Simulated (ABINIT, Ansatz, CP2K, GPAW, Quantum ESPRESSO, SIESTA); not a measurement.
# One structure in several programs: PbTe (Fm-3m, 2 atoms in the cell)

Self-consistent single point.

```xyz
2
Lattice="0.0000 3.1887 3.1887 3.1887 0.0000 3.1887 3.1887 3.1887 0.0000" Properties=species:S:1:pos:R:3 pbc="T T T"
Te     3.1887     3.1887     3.1887
Pb     0.0000     0.0000     0.0000
```

All programs got the same cell, k-point mesh and kind of occupations (in Ansatz's words: kpoints.mp_grid.grid = 5 5 5; scf.occupations.method = fermi_dirac; scf.occupations.width = 0.01 eV); potentials, basis and cutoffs are each program's usual ones.

```tsv
code	model	pressure (GPa)	k-points	cutoff
GPAW	PBE, GPAW PAW datasets PBE (gpaw-data 1.0.1)	3.84	10	550 eV
CP2K	PBE, GPW, TZVP-MOLOPT-SR-GTH basis, GTH-PBE potentials (GTH_POTENTIALS)	4.18	63	grid 400 Ry
Quantum ESPRESSO	PBE, PSlibrary ultrasoft (PBE) pseudopotentials	3.68	10	55 Ry
SIESTA	GGA PBE, numerical atomic orbitals DZP, PseudoDojo PBE standard norm-conserving potentials (rewritten from UPF to PSML)	4.91	63	grid 300 Ry
Ansatz	PBE, PAW files	4.18	10	default
ABINIT	PBE, PAW (JTH v2.0 PBE PAW)	3.95	10	20 Ha
```

The spread over the programs that give each value: pressure within 1.23 GPa.

The starting cell has typed, rounded lattice constants, without a prior relaxation at this level. Its lattice was rescaled by a random factor within 2.5 % of one. On Ansatz's run: Spin-orbit coupling is off. In the base run, with a pressure of about 4 GPa the cell is away from its equilibrium volume at this level. A gap is left out here, as mesh or smearing make it unsure.

Why do the programs differ, and what cannot be compared?

Differences of this kind can come from the potentials, where these differ, and from what each basis and cutoff leave unconverged. The valence holds different numbers of electrons (GPAW 20, CP2K 10, Quantum ESPRESSO 20, SIESTA 30, Ansatz (a first-principles code) 30, ABINIT 20). The zero of total energies and Fermi levels follows the potentials and each program's conventions, so they are not compared here. CP2K and SIESTA use small atom-centred bases, whose incompleteness enters pressures, forces and empty levels differently from a plane-wave cutoff. Ansatz's pressure is given at a fixed set of plane waves, as the other plane-wave codes print theirs. The programs reduce the same mesh by symmetry to different extents, which changes the work and not the result. In the pressure, SIESTA (by 1.02) lies more than 1 GPa from the median of the plane-wave programs.

This mesh misses zone-boundary points where a band edge of such crystals can lie, so no gaps are given.

Left out of this page: Elk and FLEUR (not drawn, or without a comparable value).

Keys are those of Ansatz 0.2.
